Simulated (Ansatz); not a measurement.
## Element substitutions in Hf

Consider Hf in the hcp (Mg type) structure (space group P6_3/mmc, No. 194; a = 3.1591 Å, c = 4.9999 Å).

Each row replaces one element on all its sites; cell and atoms are relaxed.

Computed with Kohn–Sham DFT with the PBEsol functional, run in Ansatz (an electronic-structure program) with PAW and 420 eV plane waves, scalar-relativistic without spin-orbit coupling.

| case | lattice parameter a | c/a ratio |
|---|---|---|
| base | 3.159 Å | 1.583 |
| Hf → Sc | 3.277 Å | 1.552 |
| Hf → Zr | 3.184 Å | 1.607 |
| Hf → Lu | 3.445 Å | 1.553 |

Stability against distortions was not tested. The final runs are not spin-polarised.
